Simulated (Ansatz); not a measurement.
## What pressure −1 GPa does to KZnF3

Consider KZnF$_{3}$ in the cubic perovskite structure (space group Pm-3m, No. 221; a = 4.0523 Å).

The change: a negative pressure, −1 GPa.

The values are results of Ansatz (a first-principles code), PBEsol, PAW, cutoff 420 eV, no spin-orbit coupling, not measurements. Γ-centred 8×8×8 mesh, Fermi–Dirac width 0.05 eV.

```tsv
quantity	base	changed	shift
volume per atom	13.31 Å³	13.48 Å³	+0.17 Å³
density	4.03 g/cm³	3.98 g/cm³	-0.05 g/cm³
lattice parameter a	4.052 Å	4.070 Å	+0.0174 Å
shortest interatomic distance	2.026 Å	2.035 Å	+0.009 Å
enthalpy H = E + PV relative to the base's energy	–	-0.08 eV/atom	–
band gap	3.71 eV	3.68 eV	-0.03 eV
gap character	indirect, R → Γ	indirect, R → Γ	–
smallest direct gap	5.52 eV	5.42 eV	-0.105 eV
width of the top valence band	1.82 eV	1.74 eV	-0.073 eV
electron mass	0.44 mₑ (at Γ)	0.44 mₑ (at Γ)	–
```

Cost of the whole job for the changed cell (relaxation, final SCF and bands): around 24 core-seconds (rough).

Load acts through the strain it causes; cell and atoms are relaxed under it. Effective masses come from finite differences of ±0.01 Å⁻¹. Stability against distortions was not tested. Many cubic perovskites are stable only at high temperature; tilts and polar distortions were not tested.
